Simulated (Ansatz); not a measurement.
# MgS: response to strain

Take MgS in the rock salt structure (space group Fm-3m, No. 225; a = 5.182 Å) as the base.

Strains are applied to the cell and any free atomic positions relax.

All numbers come from plane-wave PAW DFT at the PBEsol level (Ansatz, an electronic-structure program, 420 eV), without spin-orbit coupling.

```csv
isotropic strain (%),band gap (eV)
-2,2.84
-1.5,?
-1,2.79
-0.5,2.76
0,2.73
1,2.67
1.5,2.64
2,2.61
2.5,2.58
```

Fit E_g = E₀ + Dε (ε in %) to the rows shown and predict the withheld row.

Least squares on the printed values gives E₀ = 2.73 eV, D = -58.6 meV per % of strain (largest residual 0.01 eV); this predicts 2.82 eV, and the run gives 2.82 eV, in agreement.

Whether these cells are dynamically stable was not tested.
